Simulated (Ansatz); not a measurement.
**GaN: isotropic strain +3.00 %**

Consider GaN in the zinc blende structure (space group F-43m, No. 216; a = 4.498 Å).

One thing is altered: the cell is scaled by 1.0300 in all directions; the atoms relax in the strained cell.

Method: r2SCAN, PAW, 500 eV (Ansatz, a program for electronic structure; without spin-orbit coupling). Settings: 13×13×13 k-points, 0.05 eV Fermi–Dirac smearing.

* **Volume per atom**: 12.43 Å³ (base 11.37 Å³)
* **Space group**: F-43m (No. 216) (base F-43m (No. 216))
* **Shortest interatomic distance**: 2.006 Å (base 1.948 Å)
* **Energy relative to the base (free energy F)**: +51 meV/atom
* **Pressure**: -14.37 GPa (base 0.00 GPa)
* **Band gap**: 1.57 eV (base 2.17 eV)
* **Gap character**: direct at Γ (base direct at Γ)
* **Mean gap deformation potential ΔEg/Δln V**: -6.7 eV
* **Width of the top valence band**: 3.31 eV (base 3.72 eV)
* **Electron mass**: 0.13 mₑ (at Γ) (base 0.17 mₑ (at Γ))
* **Hole mass (degenerate bands, along [100])**: 0.14, 0.90, 0.90 mₑ (at Γ) (base 0.18, 0.86, 0.86 mₑ (at Γ))

Final structure:

```xyz
2
Lattice="0.0000 2.3164 2.3164 2.3164 0.0000 2.3164 2.3164 2.3164 0.0000" Properties=species:S:1:pos:R:3 pbc="T T T"
Ga     0.0000     0.0000     0.0000
N      1.1582     1.1582     1.1582
```

Masses are band curvatures over ±0.01 Å⁻¹ around the edge. Stability against distortions was not tested. This is not the structure that GaN has at room temperature and ambient pressure.
